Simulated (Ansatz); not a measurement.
Consider KCl in the rock salt structure (space group Fm-3m, No. 225; a = 6.2437 Å). Axes: x, y, z lie along the cube axes.

The values are results of Ansatz (a first-principles code), PBEsol, PAW, cutoff 420 eV, scalar-relativistic without spin-orbit coupling, not measurements.

Before the change:

| Item | Result |
|---|---|
| Band gap | 5.10 eV |

The change: tensile biaxial strain of 1.26 % in the plane normal to [110], as in epitaxy on a mismatched substrate; the out-of-plane cell vector and the atoms relax.

How does this affect the band gap and out-of-plane strain?

The band gap decreases by 0.077 eV to 5.03 eV; the out-of-plane strain comes out as -0.96 %.

A biaxial case was relaxed in a doubled cell and then solved in the primitive one. Gaps are Kohn–Sham eigenvalue differences; semilocal functionals usually give less than the measured gap. Stability against distortions was not tested.
